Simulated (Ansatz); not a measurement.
```
CELL_PARAMETERS angstrom
     11.00000     0.00000     0.00000
      0.00000    11.00000     0.00000
      0.00000     0.00000     4.68318
ATOMIC_POSITIONS crystal
  Mg 0.50000 0.50000 0.00000
  Se 0.50000 0.50000 0.50000
```

All values below come from PBE (plane waves to 420 eV, PAW; Ansatz, a first-principles code). Mesh 1×1×62. No spin polarisation. One-dimensional cell, images about 11 Å apart. A hypothetical model. It keeps the symmetry and period of its start, so it need not be a minimum against all distortions. Pairing along the axis, which can open a gap, is among the distortions not tried. Values not marked SOC lack spin–orbit coupling.

### Question
Tabulate the two highest filled and two lowest empty levels along the axis, from the valence top.

### Answer
```csv
k (2π/c),v2 (eV),v1 (eV),c1 (eV),c2 (eV)
0.000,-0.34,-0.34,2.23,–
0.042,-0.34,-0.34,2.28,–
0.083,-0.32,-0.32,2.42,–
0.125,-0.30,-0.30,2.64,–
0.167,-0.27,-0.27,2.92,–
0.208,-0.23,-0.23,3.23,–
0.250,-0.19,-0.19,3.56,–
0.292,-0.14,-0.14,3.90,–
0.333,-0.10,-0.10,4.23,4.54
0.375,-0.06,-0.06,4.39,4.39
0.417,-0.03,-0.03,4.28,4.28
0.458,-0.01,-0.01,4.21,4.21
0.500,0.00,0.00,4.19,4.19
```
A dash stands for levels within 1 eV of the vacuum level or above it.
